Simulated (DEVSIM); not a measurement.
Structure: abrupt Si p-n junction, at 300 K.

Layer 1 from the left is Si, thickness (μm) 4.40, Na (cm⁻³) 6.4e15, τn (s) 1.9e-6, τp (s) 1.9e-6. Layer 2 from the left is Si, thickness (μm) 28.0, Nd (cm⁻³) 6.3e17, τn (s) 1.9e-6, τp (s) 1.9e-6.

Left contact: ohmic. Right contact: ohmic. Voltage is applied to the left contact. Recombination: SRH at mid-gap, Auger. Mobility is μmin + (μ − μmin)/(1 + (N/Nref)^α).

The device is made up for the run: typed textbook-type constants, with dimensions and the other settings drawn at random. Values at 300 K.

Si: gap (eV) 1.124, affinity (eV) 4.05, permittivity 11.7, Nc (cm⁻³) 2.86e19, Nv (cm⁻³) 3.1e19, μn (cm²/Vs) 1417, μp (cm²/Vs) 470, μn,min 52, μp,min 45, Nref,n 9.7e16, Nref,p 2.2e17, αn 0.68, αp 0.72, Cn (cm⁶/s) 2.8e-31, Cp (cm⁶/s) 9.9e-32.

DEVSIM, 1D drift-diffusion, Boltzmann statistics, complete ionisation; no tunnelling, impact ionisation, image-force lowering or self-heating.

Dark forward current:

```tsv
|V| (V)	|J| (A/cm²)
0.05	4.192e-9
0.10	2.082e-8
0.15	1.054e-7
0.20	6.068e-7
0.25	3.837e-6
0.30	2.546e-5
0.35	0.0001726
0.40	0.001180
0.45	0.008101
0.50	0.05562
0.55	0.3808
0.60	2.557
0.65	15.58
0.70	70.79
0.75	213.7
0.80	461.5
0.85	799.2
0.90	1204
0.95	1661
1.00	2158
```

Question: Work out the local ideality factor n = ΔV / (kT/q · ln(J2/J1)) between the rows 0.15 and 0.20 V, 0.45 and 0.50 V, 0.95 and 1.00 V.

Answer: kT/q = 25.85 mV. From 0.15 to 0.20 V: ln(6.068e-7/1.054e-7) = 1.750, n = 1.11. From 0.45 to 0.50 V: ln(0.05562/0.008101) = 1.927, n = 1.00, near the 1 of diffusion or emission over a barrier. From 0.95 to 1.00 V: ln(2158/1661) = 0.262, n = 7.39.

Question: Estimate the current at 0.40 V from the Shockley equation with J0 = Σ q ni² D/(N L) coth(W/L), τ joining the SRH, radiative and Auger lifetimes that are on, and W taken as the whole layer.

Answer: ni² = 1.16e20 cm⁻⁶; electrons in the p layer: μ = 1230 cm²/Vs, D = 31.8 cm²/s, τ = 1.90e-6 s, L = 77.8 μm, W/L = 0.057, term 2.10e-10 A/cm²; holes in the n layer: μ = 181 cm²/Vs, D = 4.67 cm²/s, τ = 1.57e-6 s, L = 27.1 μm, W/L = 1.0, term 6.55e-14 A/cm². J0 = 2.10e-10 A/cm², and J = J0 exp(qV/kT) = 0.00110 A/cm². The simulation gives 0.00118 A/cm²; the estimate lies 6.5 % below. The estimate leaves out recombination in the depletion region and that region's share of W.
